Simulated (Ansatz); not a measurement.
**The (10-10) surface of hcp Tl in its 1x1 cell, outermost plane spacing 1.03 Å in the ideal cut**

All values below come from r2SCAN, at the PBE geometry (plane waves to 500 eV, PAW; Ansatz, a first-principles code).

Model: 8-atom slab, 10.3 Å thick at the start (thin: gaps and levels are the slab's own), 11x7x1 mesh, Fermi-Dirac 0.1 eV, dipole correction, single point; on the structure that PBE left under its start's symmetry; no spin, no spin-orbit, no U.

```
Quantity                                                Value
-----------------------------------  ------------------------
surface energy (mean of both faces)                 0.32 J/m²
work function of the top face                         3.53 eV
cost                                 roughly 110 core-seconds
```
